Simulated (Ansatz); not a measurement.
Converging the plane-wave cutoff: SrC2 (P1, 6 atoms in the cell)

```yaml
crystal:
  lattice:
    - [3.54678, -2.22691, 0.00000]
    - [3.54678, 2.22691, 0.00000]
    - [-2.39740, 0.00000, 7.45146]
  atoms:
    - { symbol: Sr, position: [0.18110, 0.82344, 0.75671] }
    - { symbol: Sr, position: [0.82117, 0.17883, 0.25000] }
    - { symbol: C, position: [0.42227, 0.12839, 0.55761] }
    - { symbol: C, position: [0.57773, 0.87161, 0.44239] }
    - { symbol: C, position: [0.87161, 0.57773, 0.94239] }
    - { symbol: C, position: [0.12839, 0.42227, 0.05761] }
```

Computed with LDA (PW92), default PAW files made with PBE (plane waves; Ansatz, a quantum-chemistry and plane-wave program).

Base settings: basis.ecutwfc = 420 eV; kpoints.mp_grid.grid = 5 5 2; hamiltonian.xc = lda; hamiltonian.pseudopotentials = {kind: paw} (the program's default PAW files); scf.occupations.method = fermi_dirac; scf.occupations.width = 0.01 eV.

The second cell is the first with its lattice scaled by 0.98.

The mesh stays at the base's, so the ladder's end is converged at best in this setting alone.

The first pressure column holds Ansatz's estimate of the finite-basis (Pulay) stress, which hides part of the cutoff error; the other is without it.

Only quantities that move along the ladder and can be compared are tabulated.

The count of work is k-points × plane waves × bands × iterations; it is no time. 

The starting cell comes from a database of computed structures (which also holds hypothetical and non-ambient phases and stackings), without a prior relaxation at this level. Its lattice was rescaled by up to half a per cent. One atom was moved a little off its site on purpose. In the base run, with a pressure of about -5 GPa the cell is away from its equilibrium volume at this level.

```tsv
basis.ecutwfc	free energy less the last step's (meV/atom)	energy of the compressed cell less the first (meV/atom)	pressure (GPa)	pressure without the Pulay estimate (GPa)	largest difference of a force vector from the last step's (eV/Å)	count of work / last
145 eV	3879.50	5.66	-3.88	-65.73	1.034	0.062
170 eV	2310.11	-17.70	-2.55	-48.03	0.153	0.081
190 eV	1493.92	7.70	-2.98	-36.81	0.157	0.092
210 eV	961.49	-9.36	-3.45	-28.07	0.488	0.11
230 eV	612.91	-7.77	-3.92	-21.40	0.688	0.13
250 eV	385.75	-14.26	-3.92	-16.40	0.690	0.14
295 eV	126.00	-13.92	-4.20	-9.49	0.369	0.16
335 eV	41.60	-15.58	-4.43	-6.61	0.142	0.22
380 eV	10.72	-16.78	-4.58	-5.28	0.036	0.23
420 eV	2.99	-17.00	-4.61	-4.83	0.009	0.26
460 eV	0.94	-17.02	-4.62	-4.67	0.004	0.31
505 eV	0.52	-17.04	-4.62	-4.63	0.002	0.35
565 eV	0.41	-17.05	-4.62	-4.63	0.001	0.42
630 eV	0.25	-17.05	-4.62	-4.63	0.001	0.49
735 eV	0.06	-17.06	-4.62	-4.63	0.000	0.62
840 eV	0.03	-17.06	-4.62	-4.62	0.000	0.76
1010 eV	0.00	-17.06	-4.62	-4.62	0.000	1.0
```

Coarsest basis.ecutwfc that holds the energy of the compressed cell less the first within 2 meV/atom of the last step, with all finer ones: 335 eV, at 0.22 of the last step's count of work; the step before is off by 3.1 meV/atom.

Coarsest basis.ecutwfc that holds the pressure within 0.1 GPa of the last step, with all finer ones: 380 eV, at 0.23 of the last step's count of work; the step before is off by 0.19 GPa.

Coarsest basis.ecutwfc that holds the forces within 0.02 eV/Å of the last step, with all finer ones: 420 eV, at 0.26 of the last step's count of work; the step before is off by 0.036 eV/Å.

The energy difference between the two cells stays within 1 meV/atom of the last step's from 380 eV on, the total only from 460 eV on: much of the error is common to both cells and cancels.

Two neighbours can agree and both be off: 250 eV and 295 eV differ by 0.35 meV/atom in the energy of the compressed cell less the first, yet lie about 3.1 meV/atom from the last step.

At the lowest cutoff the pressure without the Pulay estimate lies 61.1 GPa under the last step's, the usual sign of Pulay stress in an incomplete plane-wave basis.

Keys are those of Ansatz 0.2.
